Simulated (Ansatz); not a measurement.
Here is the system:

```xyz
4
Lattice="3.1476 0.0000 0.0000 1.5738 2.7259 0.0000 0.0000 0.0000 5.0578" Properties=species:S:1:pos:R:3 pbc="T T T"
Si     1.5738     0.9086     5.0506
Si     3.1476     1.8173     2.5217
C      1.5738     0.9086     1.9039
C      3.1476     1.8173     4.4328
```

No spin polarisation.

The values are results of Ansatz (a first-principles code), PBE, PAW, cutoff 420 eV, no spin-orbit coupling, not measurements. Γ-centred 12×12×7 mesh, Fermi–Dirac width 0.05 eV.

Task: Estimate the mean in-plane stress (compression positive).

Result: -9.7 GPa.

Task: What gap character does the calculation give?

Result: Indirect, Γ → K.

The cells carry an imposed strain or load. Stability against distortions was not tested. The cell was made from SiC in the wurtzite structure (space group P6_3mc, No. 186) by this change: biaxial strain +1.80 %, plane normal [001], relaxed out of plane.
